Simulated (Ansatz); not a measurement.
System: O vacancy in rock-salt CaO (neutral cell). Computed with PBE, PAW (plane waves to 420 eV; Ansatz, a quantum-chemistry and plane-wave program).

Settings: 64 host sites, the relaxed PBE lattice, the Γ point alone, smearing 0.01 eV, spin-restricted, no image-charge correction. Energies are static. The charge state is imposed; whether it is stable for some Fermi level was not computed. Forms of the defect that were not tried may lie lower.

Barriers: single points on a 2×2×2 k-point mesh shifted by half a step at the bands' geometries (they differ from the bands' own by up to 0.44 eV, and are uncertain by about as much).

The step: one O atom jumps into the vacancy from a nearby O site; the atom moves 3.44 Å along (0.00, 0.50, 0.50) of the unit cell; the moving atom starts with neighbours 4 Ca at 2.41, 2 Ca at 2.42 Å and ends with 4 Ca at 2.41, 2 Ca at 2.42 Å.

### Question
Give the migration barrier of this step at the level PBE, PAW.

### Answer
3.30 eV, the same both ways. At the saddle the moving atom has neighbours 2 Ca at 2.05, 2 Ca at 2.40 Å. The saddle point's order was not checked, and it lies on a symmetry element of the cell, where a band can be held.
